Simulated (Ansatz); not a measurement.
Data:

```
ZnS
1.0
    0.00000     2.71879     2.71879
    2.71879     0.00000     2.71879
    2.71879     2.71879     0.00000
Zn S
1 1
Direct
  0.00000   0.00000   0.00000
  0.25000   0.25000   0.25000
```

Method: r2SCAN with spin-orbit coupling, rigid bands (plane waves, PAW; Ansatz, a quantum-chemistry and plane-wave program). Condition of this run: hydrostatic pressure -2 GPa (the target of the relaxation). How the cell was made: cell and atoms relaxed with r2SCAN, then loaded as said.

Question: What conductivity effective mass do dilute holes have at 300 K?

Answer: 0.90 mₑ.

Question: Predict the electron conductivity mass (n e² τ/σ) at 300 K, by direction if it differs.

Answer: 0.20 mₑ.

Question: And the band gap?

Answer: 2.56 eV at this level; semilocal functionals usually fall short of the measured gap.

Rigid bands, one relaxation time for all states, no polarons.
